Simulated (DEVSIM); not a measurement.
System: abrupt Si p-n junction, at 300 K.

| layer (left to right) | material | thickness (μm) | Nd (cm⁻³) | Na (cm⁻³) | τn (s) | τp (s) |
|---|---|---|---|---|---|---|
| 1 | Si | 0.190 | - | 6.4e16 | 5e-7 | 5e-7 |
| 2 | Si | 7.30 | 5.6e17 | - | 5e-7 | 5e-7 |

Left contact: ohmic. Right contact: ohmic. Voltage is applied to the left contact. Recombination: SRH at mid-gap, radiative, Auger. Mobility is μmin + (μ − μmin)/(1 + (N/Nref)^α).

Constants are typed, rounded textbook-type inputs, not results; the design itself was drawn at random and stands for no fabricated device. Values at 300 K.

```csv
parameter,Si
gap (eV),1.124
affinity (eV),4.05
permittivity,11.7
Nc (cm⁻³),2.86e19
Nv (cm⁻³),3.1e19
μn (cm²/Vs),1417
μp (cm²/Vs),470
"μn,min",52
"μp,min",45
"Nref,n",9.7e16
"Nref,p",2.2e17
αn,0.68
αp,0.72
B (cm³/s),4.7e-15
Cn (cm⁶/s),2.8e-31
Cp (cm⁶/s),9.9e-32
```

Simulated with DEVSIM: 1D drift-diffusion, Boltzmann statistics, complete ionisation; no tunnelling, impact ionisation, image-force lowering or self-heating.

The doping Na of layer 1 was swept, all else fixed.

```csv
doping Na of layer 1 (cm^-3),largest field in the device at zero bias (V/cm),dark forward voltage at 100 A/cm² (V),potential step across the device at zero bias (V),dark forward voltage at 1 A/cm² (V)
1.9e15,53000,0.541,0.772,0.400
6.4e15,58000,0.585,0.803,0.443
1.9e16,73000,0.632,0.831,0.497
6.4e16,120000,0.679,0.862,0.553
1.9e17,190000,0.720,0.891,0.597
6.4e17,280000,0.767,0.922,0.644
1.9e18,350000,0.806,0.950,0.685
```

From the first row to the last the largest field in the device at zero bias goes from 53000 to 350000. From the first row to the last the dark forward voltage at 100 A/cm² goes from 0.541 to 0.806.
